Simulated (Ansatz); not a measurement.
**Sensitivity of a calculation on CaAu5 (F-43m, 6 atoms in the cell) to its settings**

```yaml
crystal:
  lattice:
    - [0.00000, 3.89984, 3.89984]
    - [3.89984, 0.00000, 3.89984]
    - [3.89984, 3.89984, 0.00000]
  atoms:
    - { symbol: Ca, position: [0.00000, 0.00000, 0.00000] }
    - { symbol: Au, position: [0.37522, 0.37522, 0.87434] }
    - { symbol: Au, position: [0.37522, 0.87434, 0.37522] }
    - { symbol: Au, position: [0.37522, 0.37522, 0.37522] }
    - { symbol: Au, position: [0.87434, 0.37522, 0.37522] }
    - { symbol: Au, position: [0.75000, 0.75000, 0.75000] }
```

Base run A: LDA (PW92), harder PAW files (source: ansatz) made with PBE in Ansatz (a first-principles code), self-consistent single point.

Its settings: basis.ecutwfc = 45.2 Ry; kpoints.mp_grid.grid = 10 10 10; hamiltonian.xc = lda; hamiltonian.pseudopotentials = {kind: paw, source: ansatz}; scf.occupations.method = fermi_dirac; scf.occupations.width = 0.0073 Ry.

The starting cell comes from a database of computed structures (which also holds hypothetical and non-ambient phases and stackings), without a prior relaxation at this level. In the base run, with a pressure of about -7 GPa the cell is away from its equilibrium volume at this level. Ansatz's pressure includes its estimate of the finite-basis (Pulay) stress. The cutoff lies below the one recommended for these files.

ΔF is the free energy per atom less that of run A. 

Runs:
- B: scf.convergence.dr2_threshold: default (1e-07 eV) → 0.0001 eV
- C: kpoints.mp_grid.grid: 10 10 10 → 3 3 3
- D: kpoints.mp_grid.grid: 10 10 10 → 7 7 7
- E: scf.occupations.width: 0.0073 Ry → 0.0037 Ry
- F: scf.mixing.algorithm: default (the program chose MSR1) → broyden; scf.mixing.beta: default → 0.3
- G: scf.mixing.preconditioner: default (the program chose Kerker) → kerker_dos

| run | ΔF (meV/atom) | pressure (GPa) | largest force (eV/Å) | k-points |
|---|---|---|---|---|
| A | 0.00 | -7.08 | 0.059 | 47 |
| B | 0.00 | -7.09 | 0.059 | 47 |
| C | 74.6 | -6.99 | 0.062 | 4 |
| D | 0.13 | -7.13 | 0.052 | 20 |
| E | 3.8 | -7.10 | 0.058 | 47 |
| F | 0.00 | -7.09 | 0.059 | 47 |
| G | 0.00 | -7.08 | 0.059 | 47 |

Run D against A: The free energy hardly moves (within 1 meV/atom), the pressure moves little (-7.08 to -7.13 GPa) and the largest force goes from 0.059 to 0.052 eV/Å.

Run E against A: The free energy rises by 3.8 meV/atom, the pressure moves little (-7.08 to -7.10 GPa) and the largest force moves little (0.059 to 0.058 eV/Å).

Keys are those of Ansatz 0.2.
